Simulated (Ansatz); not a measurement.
# Na in the diamond structure (space group Fd-3m, No. 227; a hypothetical phase, not in the database extracts checked)

```yaml
crystal:
  lattice:
    - [0.00000, 3.79204, 3.79204]
    - [3.79204, 0.00000, 3.79204]
    - [3.79204, 3.79204, 0.00000]
  atoms:
    - { symbol: Na, position: [0.25000, 0.25000, 0.25000] }
    - { symbol: Na, position: [0.00000, 0.00000, 0.00000] }
```

Calculations: PBE, PAW, 420 eV (Ansatz, an electronic-structure program; without spin-orbit coupling). Settings: 11×11×11 k-points, 0.05 eV Fermi–Dirac smearing.

| Item | Result |
|---|---|
| Volume per atom | 54.53 Å³ |
| Density | 0.70 g/cm³ |
| Band gap | zero |
| Total energy | -1486.079 eV/atom (σ→0; compares only within this code and set-up) |

Whether these cells are dynamically stable was not tested.
